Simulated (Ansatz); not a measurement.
Ansatz (a program for electronic structure) run on LaBi (Fm-3m, 2 atoms in the cell): zone-centre phonon calculation.

Level of theory: LDA (PW92), default PAW files made with PBE (plane waves; Ansatz).

```xyz
2
Lattice="0.0000 3.3483 3.3483 3.3483 0.0000 3.3483 3.3483 3.3483 0.0000" Properties=species:S:1:pos:R:3 pbc="T T T"
La     3.3483     3.3483     3.3483
Bi     0.0000     0.0000     0.0000
```

Reference input (self-consistent single point, DFT, LDA (PW92), plane waves, default PAW files made with PBE): basis.ecutwfc = 420 eV; kpoints.mp_grid.grid = 9 9 9; hamiltonian.xc = lda; hamiltonian.pseudopotentials = {kind: paw} (the program's default PAW files); scf.occupations.method = gaussian; scf.occupations.width = 0.1 eV. This run's input differs from it in these lines:

Ansatz 0.2 input:
```diff
@@ -17,7 +17,5 @@
 scf:
-  occupations: { method: gaussian, width: 0.1 }
-output:
-  forces: true
-  eigenvalues: true
-  stress: true
+  occupations: { method: gaussian, width: 0.5 }
+phonons:
+  method: dfpt
```

Log, with long lists cut:

```
SCF iter   1: F=—  HF=-18164.096081 eV  |F-HF|=—  |Δ(HF+E_count)|=         —  Δρ=3.36e-3  dr2=3.67e-3  ethr=1.77e-3  ⟨swp⟩=7.7  Hψ=23216  notcnv=0
all-band conjugate gradients solve this SCF's bands
automatic band count: the SCF goes on with 23 bands, as 18 were too few: they end inside the smearing window of the response
automatic band count: the SCF goes on with 33 bands, as 23 were too few: they end inside the smearing window of the response
preconditioner: auto → Kerker (q_TF=auto, 2.286 Å⁻¹)
   [... lines left out ...]
SCF iter   6: F=—  HF=-18164.094982 eV  |F-HF|=—  |Δ(HF+E_count)|=   7.39e-6  Δρ=7.74e-6  dr2=6.78e-8  ethr=3.43e-9  ⟨swp⟩=2.5  Hψ=2979  notcnv=0
SCF iter   7: F=—  HF=-18164.094982 eV  |F-HF|=—  |Δ(HF+E_count)|=   1.56e-8  Δρ=1.58e-6  dr2=3.26e-9  ethr=2.61e-10  ⟨swp⟩=2.0  Hψ=2948  notcnv=0
SCF iter   8: F=—  HF=-18164.094982 eV  |F-HF|=—  |Δ(HF+E_count)|=  2.76e-10  Δρ=3.72e-7  dr2=1.92e-10  ethr=1.25e-11  ⟨swp⟩=2.3  Hψ=2806  notcnv=0
SCF iter   9: F=-18164.094982 eV  HF=-18164.094982 eV  |F-HF|=0.00e0  |Δ(HF+E_count)|=  1.82e-11  Δρ=5.77e-8  dr2=3.52e-12  ethr=1.00e-12  ⟨swp⟩=10.3  Hψ=13843  notcnv=0
SCF 1 converged in 9 iterations: F = -18164.094982 eV  dr2 = 3.52e-12
DFPT response loops at Γ: preconditioner auto → Kerker (q_TF=auto, 2.286 Å⁻¹) (partly filled bands, converged f_vac=0.000) …
Free energy (F): -18164.094982 eV
Internal energy: -18164.031560 eV  (E = F + TS)
E sigma→0 (E₀):  -18164.063271 eV
Entropy (-TS):   -0.063422 eV (-31.711 meV/atom)
Fermi energy:    9.317557 eV
--- Phonons (Γ-DFPT): 2 representative perturbations + reference, on 75 of 729 k-points (Σ response iterations 5) ---
  k mesh reduced under 8 symmetry operations, with k and −k counted as one. Each operation leaves every solved perturbation unchanged …
  ASR residual: 2.411e-4 → 0.000e0 eV/Å²; symmetrization residual: 5.821e-6 eV/Å²
  ASR residual per site (eV/Å²): 2.41e-4 1.49e-4
  Γ frequencies (cm⁻¹): 0.00 0.00 0.00 95.79 95.79 95.79
  non-analytic LO–TO correction: not included (Born effective charges unavailable; polar crystals: no LO–TO splitting at Γ)
```

The run converged in 9 iterations. 

Summary of the result:
```
Property                                                                Value
--------------------------------------------------------  -------------------
Free energy E − TS (on the zero of these files)                -18164.0950 eV
Fermi level (on the code's own zero)                                  9.32 eV
Zone-centre frequencies (cm⁻¹; negative means imaginary)  0, 0, 0, 96, 96, 96
```

The starting cell comes from a database of computed structures (which also holds hypothetical and non-ambient phases and stackings), without a prior relaxation at this level. Its lattice was rescaled by up to half a per cent.

Cost on one core of a shared machine: roughly 50 s.
